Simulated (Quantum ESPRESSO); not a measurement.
Input and output of a self-consistent single point for Os (P6_3/mmc, 4 atoms in the cell) (Quantum ESPRESSO).

Method of the run: PBE, spin-orbit coupling, PseudoDojo fully relativistic norm-conserving (PBE) pseudopotentials (plane waves; Quantum ESPRESSO).

```
Os
1.0
    2.75459     0.00000     0.00000
   -1.37729     2.38555     0.00000
    0.00000     0.00000     8.86291
Os
4
Direct
  0.00000   0.00000   0.00000
  0.00000   0.00000   0.50000
  0.33333   0.66667   0.25000
  0.66667   0.33333   0.75000
```

Reference input (self-consistent single point, DFT, PBE, plane waves, SSSP 1.1.2 efficiency (PBE) pseudopotentials): ecutwfc = 40 Ry; ecutrho = 320 Ry; occupations = smearing; smearing = gaussian; degauss = 0.0073499 Ry; potentials = {Os: Os_pbe_v1.2.uspp.F.UPF}; K_POINTS = automatic 9 9 3 0 0 0; conv_thr = 1e-10 Ry. This run's input differs from it in these lines:

```diff
@@ -13,4 +13,3 @@
     ntyp = 1
-    ecutwfc = 40
-    ecutrho = 320
+    ecutwfc = 75
     occupations = 'smearing'
@@ -18,2 +17,4 @@
     degauss = 0.0073499
+    noncolin = .true.
+    lspinorb = .true.
 /
@@ -23,3 +24,3 @@
 ATOMIC_SPECIES
-Os   190.2300  Os_pbe_v1.2.uspp.F.UPF
+Os   190.2300  Os.upf
 CELL_PARAMETERS {angstrom}
```

Log, with long lists cut:

```
     Self-consistent Calculation

     iteration #  1     ecut=    75.00 Ry     beta= 0.70

---- Real-time Memory Report at c_bands before calling an iterative solver
           342 MiB given to the printing process from OS
           312 MiB allocation reported by mallinfo(arena+hblkhd)
------------------

     Threshold (ethr) on eigenvalues was too large:
     Diagonalizing with lowered threshold

---- Real-time Memory Report at c_bands before calling an iterative solver
           379 MiB given to the printing process from OS
           318 MiB allocation reported by mallinfo(arena+hblkhd)
------------------

   [... lines left out ...]

---- Real-time Memory Report at c_bands before calling an iterative solver
           422 MiB given to the printing process from OS
           395 MiB allocation reported by mallinfo(arena+hblkhd)
------------------

     total energy              =    -810.97769438 Ry
     estimated scf accuracy    <          1.5E-09 Ry

     iteration #  9     ecut=    75.00 Ry     beta= 0.70

---- Real-time Memory Report at c_bands before calling an iterative solver
           427 MiB given to the printing process from OS
           399 MiB allocation reported by mallinfo(arena+hblkhd)
------------------
     End of self-consistent calculation

   [... 7 lines left out ...]

   [... 7 lines left out ...]

   [... 7 lines left out ...]

   [... 7 lines left out ...]

     the Fermi energy is    25.1266 ev

!    total energy              =    -810.97769438 Ry
     estimated scf accuracy    <          5.9E-12 Ry
     smearing contrib. (-TS)   =      -0.00131017 Ry
     internal energy E=F+TS    =    -810.97638422 Ry

     convergence has been achieved in   9 iterations

     Forces acting on atoms (cartesian axes, Ry/au):

     atom    1 type  1   force =     0.00000000    0.00000000    0.00000000
   [... zero for the other atoms too ...]

     Total force =     0.000000     Total SCF correction =     0.000000

          total   stress  (Ry/bohr**3)                   (kbar)     P=      -55.01
  -0.00035448   0.00000000   0.00000000          -52.15        0.00        0.00
   0.00000000  -0.00035448   0.00000000            0.00      -52.15        0.00
   0.00000000  -0.00000000  -0.00041291            0.00       -0.00      -60.74

   JOB DONE.
```

The run converged in 9 iterations. Against the reference run the pressure goes from -6.37 to -5.50 GPa.

The starting cell was generated: these elements placed on a structure prototype, without a prior relaxation; it need not be a known phase or ordering of this composition. Its lattice was rescaled by a random factor within 2.5 % of one. With a pressure of about -6 GPa the cell is away from its equilibrium volume at this level.

Cost on one core of a shared machine: roughly 3 min.
